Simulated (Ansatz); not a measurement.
Base system: MgInGaO4 (space group R3m, No. 160; a hypothetical phase, not in the database extracts checked).

```yaml
crystal:
  lattice:
    - [1.67187, 0.96525, 8.43314]
    - [-1.67187, 0.96525, 8.43314]
    - [0.00000, -1.93051, 8.43314]
  atoms:
    - { symbol: In, position: [0.99797, 0.99797, 0.99797] }
    - { symbol: Ga, position: [0.21237, 0.21237, 0.21237] }
    - { symbol: Mg, position: [0.78448, 0.78448, 0.78448] }
    - { symbol: O, position: [0.13509, 0.13509, 0.13509] }
    - { symbol: O, position: [0.87603, 0.87603, 0.87603] }
    - { symbol: O, position: [0.28857, 0.28857, 0.28857] }
    - { symbol: O, position: [0.70549, 0.70549, 0.70549] }
```

Cartesian axes are those of the cell as printed.

One thing is altered: biaxial strain +3.36 %, plane normal [001], relaxed out of plane (Cartesian); in-plane vectors clamped, the third vector and the atoms free.

Levels (all Ansatz, an electronic-structure program, PAW): PBEsol (420 eV, scalar-relativistic without spin-orbit coupling); r2SCAN (500 eV, no spin-orbit coupling); HSE06 (420 eV, spin-orbit coupling left out).

At the geometry relaxed with PBEsol, these levels gave the following band gaps, in shuffled order: (a) 2.43 eV, (b) 1.81 eV, (c) 3.39 eV.

Question: Match each gap to its level.

Answer: (a) r2SCAN; (b) PBEsol; (c) HSE06.

Single points use the geometry relaxed with PBEsol. The hybrid gap comes from the SCF mesh plus the semilocal run's edge points and a few special points and is an upper bound. No phonon test of stability was made.
